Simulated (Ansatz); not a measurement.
We consider Cu3HO (model structure, started from the Li3OCl type, Pm-3m, No. 221, 5 atoms in the cell), described by r²SCAN in Ansatz (PAW).

Settings: plane-wave cutoff 560 eV, 16×16×16 k mesh, Fermi–Dirac smearing 0.05 eV, no spin polarisation, scalar-relativistic PAW data made under PBE.

Cell (relaxed at this level):

```cif
data_HCu3O
_chemical_formula_sum 'Cu3 H1 O1'
_space_group_name_H-M_alt 'P 1'
_space_group_IT_number 1
_cell_length_a 3.86759
_cell_length_b 3.86759
_cell_length_c 3.86759
_cell_angle_alpha 90.000
_cell_angle_beta 90.000
_cell_angle_gamma 90.000
loop_
_space_group_symop_operation_xyz
  'x, y, z'
loop_
_atom_site_label
_atom_site_type_symbol
_atom_site_fract_x
_atom_site_fract_y
_atom_site_fract_z
_atom_site_occupancy
Cu1 Cu 0.00000 0.50000 0.50000 1
Cu2 Cu 0.50000 0.00000 0.50000 1
Cu3 Cu 0.50000 0.50000 0.00000 1
H1 H 0.00000 0.00000 0.00000 1
O1 O 0.50000 0.50000 0.50000 1
```

Question: Predict the band gap and direct gap at Γ.

Answer: 
- band gap = 0.07 eV (under three smearing widths, so not firm)
- direct gap at Γ = 4.14 eV

Note: the relaxation could raise the start's symmetry but not lower it, so the cell can be a saddle point.

It cost around 60 core-seconds (rough) of CPU time.

A model structure was made by putting elements into a prototype or built by hand; it is no filed structure, need not be a known phase, and can be a saddle point held by its symmetry.

Ansatz is a program for electronic structure.
